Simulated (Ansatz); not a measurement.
The parent structure is AlCr2C (space group P6_3/mmc, No. 194; a = 2.840 Å, c = 12.705 Å; non-magnetic). Axes: x lies along a and z along c of the hexagonal cell.

Computed with PBE in Ansatz (plane waves to 420 eV, PAW, without spin-orbit coupling).

Base values:

- Shortest interatomic distance: 1.959 Å
- Pressure: 0.0 GPa
- Band gap: zero

Perturbation: biaxial strain +2.51 %, plane normal [001], relaxed out of plane (Cartesian); in-plane vectors clamped, the third vector and the atoms free.

Task: How does this affect the shortest interatomic distance, pressure and band gap?

Result: The shortest interatomic distance increases by 0.0186 Å (1.959 Å → 1.977 Å); the pressure (mean of the normal stresses, compression positive) goes from zero to -5.8 GPa; the band gap is still zero.

No phonon test of stability was made. Seeded moments were not kept for the base. All final runs are without spin polarisation.

Ansatz is a quantum-chemistry and plane-wave program.
